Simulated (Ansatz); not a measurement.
Take GaSb in the zinc blende structure (space group F-43m, No. 216) as the base.

```
GaSb
1.0
    0.00000     3.02440     3.02440
    3.02440     0.00000     3.02440
    3.02440     3.02440     0.00000
Ga Sb
1 1
Direct
  0.00000   0.00000   0.00000
  0.25000   0.25000   0.25000
```

Cartesian axes are those of the cell as printed.

Calculations: Kohn–Sham DFT with the LDA functional, run in Ansatz (a quantum-chemistry and plane-wave program) with PAW and 420 eV plane waves, spin-orbit coupling left out.

Strains are applied to the cell and any free atomic positions relax.

One change was made to it. Results:

The energy hardly moves; the pressure (mean of the normal stresses, compression positive) goes from zero to -0.3 GPa; the shortest interatomic distance grows by 0.0044 Å (2.619 Å → 2.624 Å).

Task: Which change produced these results?
(A) uniaxial strain ε_zz = +0.50 %
(B) uniaxial strain ε_zz = −1.50 %
(C) uniaxial strain ε_zz = +1.50 %

Result: A, uniaxial strain ε_zz = +0.50 %. For comparison, the energy relative to the base in the other runs: uniaxial strain ε_zz = −1.50 % gives +1.7 meV/atom; uniaxial strain ε_zz = +1.50 % gives +1.6 meV/atom.

Stability against distortions was not tested. The final runs are not spin-polarised. Gaps under 0.05 eV, about the width of the smearing, are given as zero.
